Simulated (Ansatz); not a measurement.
How a calculation on Ti2CuSb3 (P-4m2, 6 atoms in the cell) responds to its settings

```cif
data_CuSb3Ti2
_chemical_formula_sum 'Ti2 Cu1 Sb3'
_space_group_name_H-M_alt 'P 1'
_space_group_IT_number 1
_cell_length_a 3.80795
_cell_length_b 3.80795
_cell_length_c 8.27393
_cell_angle_alpha 90.000
_cell_angle_beta 90.000
_cell_angle_gamma 90.000
loop_
_space_group_symop_operation_xyz
  'x, y, z'
loop_
_atom_site_label
_atom_site_type_symbol
_atom_site_fract_x
_atom_site_fract_y
_atom_site_fract_z
_atom_site_occupancy
Ti1 Ti 0.50000 0.00000 0.26261 1
Ti2 Ti 0.00000 0.50000 0.73739 1
Cu1 Cu 0.00000 0.00000 0.00000 1
Sb1 Sb 0.50000 0.00000 0.62505 1
Sb2 Sb 0.00000 0.50000 0.37495 1
Sb3 Sb 0.50000 0.50000 0.00000 1
```

Base run A: PBEsol, harder PAW files (source: ansatz) made with PBE (Ansatz, a quantum-chemistry and plane-wave program), self-consistent single point.

Its settings: basis.ecutwfc = 54.4 Ry; kpoints.mp_grid.grid = 7 7 4; hamiltonian.xc = pbesol; hamiltonian.pseudopotentials = {kind: paw, source: ansatz}; scf.occupations.method = cold; scf.occupations.width = 0.0073 Ry.

The starting cell comes from a database of computed structures (which also holds hypothetical and non-ambient phases and stackings), without a prior relaxation at this level. Spin polarisation is off. In the base run, with a pressure of about -4 GPa the cell is away from its equilibrium volume at this level. Ansatz's pressure includes its estimate of the finite-basis (Pulay) stress.

ΔF is the free energy per atom less that of run A. 

| run | scf.mixing.algorithm, scf.mixing.ndim | ΔF (meV/atom) | pressure (GPa) | largest force (eV/Å) | iterations |
|---|---|---|---|---|---|
| A | default (the program chose MSR1), default | 0.00 | -4.22 | 0.082 | 11 |
| B | anderson, default | 0.00 | -4.22 | 0.082 | 12 |
| C | anderson, 3 | 0.00 | -4.22 | 0.082 | 17 |
| D | broyden, default | 0.00 | -4.22 | 0.082 | 12 |
| E | broyden, 3 | 0.00 | -4.22 | 0.082 | 15 |
| F | msr1, default | 0.00 | -4.22 | 0.082 | 11 |
| G | msr1, 3 | 0.00 | -4.22 | 0.082 | 17 |

Runs B, C, D, E, F, G reached the same state as A (within 1 meV/atom). The fewest iterations to that state were 11 (A, F); the most were 17.

Keys are those of Ansatz 0.2.
